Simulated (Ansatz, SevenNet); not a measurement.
CsCl-type TiCo: properties by level of theory

Reference values: lattice constant a 2.995 Å (measured, room temperature, not corrected to a static lattice; as tabulated in Yamada et al. (2019), arXiv:1910.09660); formation enthalpy -0.428 ± 0.009 eV/atom (measured, 298 K, copied from a table, unchecked, not corrected to a static lattice; as tabulated in Wang et al. (2021), doi:10.1038/s41598-021-94550-5).

```tsv
level (code)	equilibrium lattice constant a (Å)	formation enthalpy (eV/atom)
SevenNet-l3i5	…	-0.437
LDA (Ansatz)	2.902	…
PBEsol (Ansatz)	2.933	…
PBE-D3(BJ) (Ansatz)	…	-0.418
r²SCAN (Ansatz)	…	-0.271
HSE06 (Ansatz)	2.938	-0.097
```

### Question
Fill in the missing entries.

### Answer

- SevenNet-l3i5, equilibrium lattice constant a (Å): 2.977
- LDA (Ansatz, a first-principles code), formation enthalpy (eV/atom): -0.450
- PBEsol (Ansatz), formation enthalpy (eV/atom): -0.406
- PBE-D3(BJ) (Ansatz), equilibrium lattice constant a (Å): 2.935
- r²SCAN (Ansatz), equilibrium lattice constant a (Å): 2.951

Differences from the reference values (errors of the level alone only where the reference is corrected to a static lattice):

```
level          lattice constant a (%)  formation enthalpy (eV/atom)
-------------  ----------------------  ----------------------------
SevenNet-l3i5                   -0.60                        -0.009
LDA                             -3.11                        -0.022
PBEsol                          -2.07                        +0.022
PBE-D3(BJ)                      -2.00                        +0.010
r²SCAN                          -1.47                        +0.157
HSE06                           -1.90                        +0.331
```

Nearest: lattice constant a, not ranked (reference at room or unstated temperature); formation enthalpy, not ranked (one source).

Machine-learned potentials (SevenNet-l3i5) are trained on DFT data: a solid inside that data is no test of them.

Caveats: exact exchange on metals is sensitive to the k mesh and can open a false gap (HSE06). Ansatz's density-functional and Hartree–Fock values are scalar-relativistic unless marked +SOC, with PAW data made under PBE.

The crystal itself was run without spin with LDA, PBEsol, PBE-D3(BJ), r²SCAN, HSE06; a magnetic state was not tried in these runs.

Differences are worked out from the printed values.

The computed numbers hold no vibrational or temperature effects.
